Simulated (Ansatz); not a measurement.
Structures of equal composition on the (111) surface of fcc Ir: a layer of Os in place of the second plane; a layer of Os in place of the third plane. The slabs share one bottom face, and each structure is named by its start. These are constructed structures in small cells; real faces may alloy, dewet or reconstruct in larger ones, and not all known structures of the face are among them. Slabs of about 11 Å, Fermi-Dirac smearing of 0.1 eV. Bottom of the slabs: a bare face, its two planes held. Relaxed from the named starts with such symmetry as they have, on meshes of like density; energies extrapolated to zero smearing; spin only where a row says so; no spin-orbit coupling, no U. Brackets mark spin-polarised runs, whose order is one that fits the cell.

These are PBE (plane waves to 420 eV, PAW; Ansatz, an electronic-structure program) values and carry that method's errors.

### Question
Rank these by energy per 1x1 cell (lowest first), as PBE gives it.

### Answer
a layer of Os in place of the second plane (0.000 eV), a layer of Os in place of the third plane (0.105 eV)
